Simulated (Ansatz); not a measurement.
Take Al2O3 in the corundum structure (space group R-3c, No. 167; a = 4.7589 Å, c = 12.9952 Å (hexagonal axes)) as the base. Axes: x lies along a and z along c of the hexagonal cell.

Method: r2SCAN (Ansatz, a first-principles code), spin-orbit coupling left out.

For the base:

| Item | Result |
|---|---|
| Electron mass | 0.41 mₑ along c, 0.38 mₑ across (at Γ) |
| Shortest interatomic distance | 1.856 Å |

It is then changed as follows: uniaxial stress, 8 GPa tension along z, with the cell and atoms free to relax against it.

### Question
What happens to the secant Young's modulus along z, electron mass and shortest interatomic distance?

### Answer
The secant Young's modulus along z is 460 GPa; the electron mass goes from 0.41 mₑ along c, 0.38 mₑ across (at Γ) to 0.39 mₑ (at Γ); the shortest interatomic distance grows by 0.005 Å to 1.861 Å.

The levels and masses belong to the bands next to the band gap. Load acts through the strain it causes; cell and atoms are relaxed under it. Effective masses come from finite differences of ±0.01 Å⁻¹. Stability under load was not tested beyond the relaxation.
